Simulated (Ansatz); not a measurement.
**Ti3AlC, response to strain**

The reference is Ti3AlC in the anti-perovskite structure (space group Pm-3m, No. 221; a = 4.141 Å; a cell from a computed database, its experimental status unchecked). Axes: x, y, z lie along the cube axes.

Strains are applied to the cell and any free atomic positions relax; under biaxial strain the out-of-plane vector relaxes too; under stress the whole cell relaxes.

Calculations: DFT with PBEsol, PAW potentials and a 420 eV plane-wave cutoff in Ansatz (a first-principles code), no spin-orbit coupling.

Notes on the quantities. energy relative to the base: free energy F; pressure: mean of the normal stresses, compression positive.

| variant | energy relative to the base | shortest interatomic distance | pressure | space group |
|---|---|---|---|---|
| base | 0 meV/atom | 3.912 bohr | 0.0 GPa | Pm-3m (No. 221) |
| biaxial strain +1.54 %, plane normal [001], relaxed out of plane | +7.8 meV/atom | 3.888 bohr | -3.7 GPa | P4/mmm (No. 123) |
| isotropic strain −5.94 % | +0.275 eV/atom | 3.680 bohr | 43.0 GPa | Pm-3m (No. 221) |
| uniaxial strain ε_yy = −1.73 % | +4.8 meV/atom | 3.845 bohr | 3.0 GPa | P4/mmm (No. 123) |
| uniaxial stress, 3 GPa tension along x | +1.3 meV/atom | 3.906 bohr | – | P4/mmm (No. 123) |

Without a gap, meshes like the base's 11×11×11 leave anisotropic stresses uncertain by several tenths of a GPa, and small strain energies with them. Beyond what the load breaks, stability against distortions was not tested. All final runs are without spin polarisation. An odd electron count without spin: Ti3AlC.
